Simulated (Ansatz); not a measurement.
**Effect of biaxial strain −2.31 %, plane normal [001], relaxed out of plane on La2O3**

The parent structure is La$_{2}$O$_{3}$ (space group P-3m1, No. 164; a = 3.906 Å, c = 6.040 Å). Axes: x lies along a and z along c of the hexagonal cell.

One thing is altered: biaxial strain −2.31 %, plane normal [001], relaxed out of plane (Cartesian); in-plane vectors clamped, the third vector and the atoms free.

Computed with Ansatz (a first-principles code), PBEsol, PAW, cutoff 420 eV, spin-orbit coupling left out. Γ-centred 10×10×6 mesh, Fermi–Dirac width 0.05 eV.

The volume per atom shrinks by 0.28 Å³ to 15.68 Å³ and the space group stays P-3m1 (No. 164). The shortest interatomic distance shrinks by 0.038 Å to 2.311 Å and the pressure (mean of the normal stresses, compression positive) goes from zero to 3.98 GPa. The band gap shrinks by 0.08 eV, from 3.77 eV to 3.69 eV and the gap character changes from indirect, L → K to indirect, K → M. The smallest direct gap falls by 0.03 eV (3.86 eV → 3.83 eV) and the width of the top valence band rises by 0.13 eV, from 0.41 eV to 0.54 eV. The out-of-plane strain amounts to +2.96 % and the ratio −ε⊥/ε∥ is 1.28. The mean in-plane stress (compression positive) is +6.0 GPa.

Cost of the whole job for the changed cell (relaxation, final SCF and bands): around 90 core-seconds (rough).

Stability against distortions was not tested.
